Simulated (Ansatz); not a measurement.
We consider B (model structure, started from the C4 type, I4₁32, No. 214, 4 atoms in the cell), described by HSE06 (PAW; Ansatz, an electronic-structure program).

Settings: plane-wave cutoff 460 eV, 8×8×8 k mesh, Fermi–Dirac smearing 0.01 eV, scalar-relativistic PAW data made under PBE.

Cell (relaxed with PBEsol):

B is modelled in the cubic space group I4₁32 (No. 214), Pearson symbol cI8. Cell: a = b = c = 4.6330 Å, α = β = γ = 90.00°. B on 8a has 3 B at 1.638 Å (trigonal planar). (Neighbours: up to the widest gap in distance over summed covalent radii, below 1.35, at either atom.)
(The calculation used a cell of 4 atoms; values per cell refer to that cell.)

### Question
Estimate the band gap, smallest direct gap on the k points sampled and direct gap at Γ that the calculation returns.

### Answer

- band gap: 2.42 eV (indirect)
- smallest direct gap on the k points sampled: 3.70 eV
- direct gap at Γ: 4.34 eV

Note: the relaxation could raise the start's symmetry but not lower it, so the cell can be a saddle point; cell and atoms aren't relaxed at this level (pressure 1.0 GPa).

Static lattice: no zero-point or thermal effects.

A model structure was made by putting elements into a prototype or built by hand; it is no filed structure, need not be a known phase, and can be a saddle point held by its symmetry.
